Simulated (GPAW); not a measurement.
Input and output of a self-consistent single point for BaPdO3 (P1, 5 atoms in the cell) (GPAW).

Level of theory: PBEsol, GPAW PAW datasets PBEsol (made by gpaw-setup) (plane waves; GPAW).

The change in words: lattice scaled by 0.98. Reference geometry:
```
BaPdO3
1.0
    4.12827     0.00000     0.00000
    0.00000     4.12827     0.00000
    0.00000     0.00000     4.12827
Ba Pd O
1 1 3
Direct
  0.00895   0.00458   0.00261
  0.49565   0.49561   0.50016
  0.99885   0.49658   0.48956
  0.49857   0.00554   0.50410
  0.49798   0.49769   0.00358
```

Reference input (self-consistent single point, DFT PBEsol, plane waves, GPAW PAW datasets PBEsol (made by gpaw-setup)): mode = pw; ecut = 950 eV; xc = PBEsol; kpts = 5 5 5; mesh shift (steps) = 0 0 0; occupations.name = methfessel-paxton; occupations.width = 0.1 eV; occupations.order = 0; nbands = -13; convergence.density = 1e-05 e/electron; convergence.energy = 1e-05 eV/electron; symmetry.symmorphic = false. This run's input differs from it in these lines:

```diff
@@ -5,10 +5,10 @@
 atoms = Atoms(['Ba', 'Pd', 'O', 'O', 'O'],
-              cell=[[4.128270, 0.000000, 0.000000],
-                    [0.000000, 4.128270, 0.000000],
-                    [0.000000, 0.000000, 4.128270]],
-              positions=[[0.036940, 0.018912, 0.010758],
-                         [2.046165, 2.046012, 2.064791],
-                         [-0.004735, 2.050012, 2.021040],
-                         [2.058248, 0.022871, 2.081049],
-                         [2.055788, 2.054595, 0.014763]],
+              cell=[[4.045705, 0.000000, 0.000000],
+                    [0.000000, 4.045705, 0.000000],
+                    [0.000000, 0.000000, 4.045705]],
+              positions=[[0.036201, 0.018533, 0.010543],
+                         [2.005242, 2.005092, 2.023496],
+                         [-0.004640, 2.009012, 1.980619],
+                         [2.017083, 0.022413, 2.039428],
+                         [2.014672, 2.013503, 0.014467]],
               pbc=True)
```

Output (repeated stretches shortened):

```
     iter     time        total  log10-change:
                         energy   eigst   dens
iter:   1 --:--:--   -43.450588
iter:   2 --:--:--   -38.725175   -1.12  -1.03
iter:   3 --:--:--   -30.116209   -0.32  -1.10
iter:   4 --:--:--   -30.666825   -2.12  -1.44
iter:   5 --:--:--   -31.521895   -0.74  -1.38
   [... 3 lines left out ...]
iter:   9 --:--:--   -29.780230   -3.41  -2.37
iter:  10 --:--:--   -29.780794   -4.43  -2.60
iter:  11 --:--:--   -29.779835   -4.23  -2.65
iter:  12 --:--:--   -29.779975   -4.92  -2.98
iter:  13 --:--:--   -29.780152c  -5.29  -3.35
iter:  14 --:--:--   -29.780130c  -5.99  -3.41
iter:  15 --:--:--   -29.779956c  -5.16  -3.44
iter:  16 --:--:--   -29.779969c  -6.77  -4.10
iter:  17 --:--:--   -29.779971c  -7.40c -4.26
iter:  18 --:--:--   -29.779972c  -7.76c -4.28
iter:  19 --:--:--   -29.779975c  -7.60c -4.34
iter:  20 --:--:--   -29.779969c  -7.59c -4.47
iter:  21 --:--:--   -29.779969c  -8.67c -4.52
iter:  22 --:--:--   -29.779973c  -8.02c -4.54
iter:  23 --:--:--   -29.779976c  -8.09c -4.64
iter:  24 --:--:--   -29.779977c  -8.54c -4.84
iter:  25 --:--:--   -29.779975c  -8.89c -5.08c
Converged after 25 iterations.

Dipole moment: (-1.451887, -1.662545, -0.995815) |e|*Ang

Energy contributions relative to reference atoms: (reference = -364453.229022)

Kinetic:        +18.716983
Potential:      -22.486503
External:        +0.000000
XC:             -26.457683
Entropy (-ST):   -0.045091
Local:           +0.469773
SIC:             +0.000000
--------------------------
Free energy:    -29.802521
Extrapolated:   -29.779975

Showing only first 2 kpts
 Kpt  Band  Eigenvalues  Occupancy
  0    20      6.18585    2.00000
  0    21      6.76889    2.00000
  0    22      6.77453    2.00000
  0    23      6.81284    2.00000

  1    20      6.30615    2.00000
  1    21      6.95922    2.00000
  1    22      6.97393    2.00000
  1    23      8.02734    0.00000

Fermi level: 7.54831

No gap
   [... lines left out ...]
Energy (eV): -29.779975

Forces in eV/Ang:
  0 Ba   -0.20784   -0.12539   -0.05037
  1 Pd    0.26934    0.52843    0.18870
  2 O    -0.12899    0.08535    0.08851
  3 O     0.03233   -0.56864    0.02807
  4 O     0.03514    0.08005   -0.25531

Stress tensor:
    -0.002488    -0.000333     0.000014
    -0.000333    -0.003888    -0.000196
     0.000014    -0.000196    -0.003049
Stress (GPa, Voigt): [-0.3986 -0.6229 -0.4886 -0.0315  0.0023 -0.0533]
```

The run converged in 25 iterations. GPAW prints stress with tension positive. Against the reference run the free energy goes down by 17.6 meV/atom and the largest force goes from 0.461 to 0.622 eV/Å.

At such cutoffs GPAW's stress carries a finite-basis (Pulay) error, which enters relaxed cells too; its log prints stress with tension positive.

The starting cell comes from a database of computed structures (which also holds hypothetical and non-ambient phases and stackings), without a prior relaxation at this level. Its atoms were displaced at random from the sites of space group no. 221. For this run, on top of that: lattice scaled by 0.98. Spin polarisation is off.

Cost on one core of a shared machine: roughly 5 min.
